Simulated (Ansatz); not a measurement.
Start from WSe₂ (space group P6_3/mmc, No. 194; a = 3.230 Å, c = 12.411 Å; layered, stacked along the Cartesian z axis).

All numbers come from plane-wave PAW DFT at the PBEsol-D3(BJ) level (Ansatz, an electronic-structure program, 420 eV), no SOC.

Before the change:

- Band gap: 0.67 eV
- Pressure: 0.00 GPa
- Smallest direct gap: 1.65 eV

Now apply this change: an isotropic linear strain of −1.20 %, atoms relaxed at fixed cell.

**Question.** Estimate the effect on the band gap, pressure and smallest direct gap.

**Answer.** The band gap shrinks by 0.09 eV to 0.58 eV; the pressure (mean of the normal stresses, compression positive) goes from zero to 3.21 GPa; the smallest direct gap decreases by 0.206 eV, from 1.65 eV to 1.45 eV.

With W present, leaving out spin-orbit coupling can change the band edges. No phonon test of stability was made.
